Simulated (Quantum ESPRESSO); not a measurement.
Quantum ESPRESSO run on In (I4/mmm, 1 atom in the cell): self-consistent single point.

Method: PBE, GBRV 1.5 ultrasoft (PBE) pseudopotentials (plane waves; Quantum ESPRESSO).

```
In
1.0
   -1.61996     1.61996     2.47794
    1.61996    -1.61996     2.47794
    1.61996     1.61996    -2.47794
In
1
Direct
  0.00000   0.00000   0.00000
```

Reference input (self-consistent single point, DFT, PBE, plane waves, GBRV 1.5 ultrasoft (PBE) pseudopotentials): ecutwfc = 40 Ry; ecutrho = 200 Ry; occupations = smearing; smearing = gaussian; degauss = 0.019992 Ry; potentials = {In: in_pbe_v1.4.uspp.F.UPF}; K_POINTS = automatic 11 11 11 0 0 0; conv_thr = 1e-10 Ry; mixing_beta = 0.3. This run's input differs from it in these lines:

```diff
@@ -12,4 +12,4 @@
   ntyp = 1
-  ecutwfc = 40
-  ecutrho = 200
+  ecutwfc = 60
+  ecutrho = 300
   occupations = 'smearing'
```

Output (repeated stretches shortened):

```
     Self-consistent Calculation

     iteration #  1     ecut=    60.00 Ry     beta= 0.30

     total energy              =    -132.97445744 Ry
     estimated scf accuracy    <       4.21858456 Ry

     iteration #  2     ecut=    60.00 Ry     beta= 0.30

     total energy              =    -133.45155980 Ry
     estimated scf accuracy    <       0.21721798 Ry

     iteration #  3     ecut=    60.00 Ry     beta= 0.30

     total energy              =    -133.47798734 Ry
     estimated scf accuracy    <       0.01597504 Ry

   [... 7 blocks of this kind left out ...]

     iteration # 11     ecut=    60.00 Ry     beta= 0.30

     total energy              =    -133.47995105 Ry
     estimated scf accuracy    <          3.2E-10 Ry

     iteration # 12     ecut=    60.00 Ry     beta= 0.30
     End of self-consistent calculation

     Number of k-points >= 100: set verbosity='high' to print the bands.

     the Fermi energy is    10.3452 ev

!    total energy              =    -133.47995106 Ry
     estimated scf accuracy    <          5.4E-12 Ry
     smearing contrib. (-TS)   =      -0.00132339 Ry
     internal energy E=F+TS    =    -133.47862766 Ry

     convergence has been achieved in  12 iterations

     Forces acting on atoms (cartesian axes, Ry/au):

     atom    1 type  1   force =     0.00000000    0.00000000    0.00000000

     Total force =     0.000000     Total SCF correction =     0.000000

          total   stress  (Ry/bohr**3)                   (kbar)     P=       15.28
   0.00011686   0.00000000   0.00000000           17.19        0.00        0.00
   0.00000000   0.00011686   0.00000000            0.00       17.19        0.00
   0.00000000   0.00000000   0.00007791            0.00        0.00       11.46

   JOB DONE.
```

The run converged in 12 iterations. Against the reference run the free energy falls by 60.4 meV/atom and the pressure goes from 1.21 to 1.53 GPa.

The starting cell comes from a database of computed structures (which also holds hypothetical and non-ambient phases and stackings), without a prior relaxation at this level. Its lattice was rescaled by a random factor within 2.5 % of one.

Cost on one core of a shared machine: roughly 40 s.
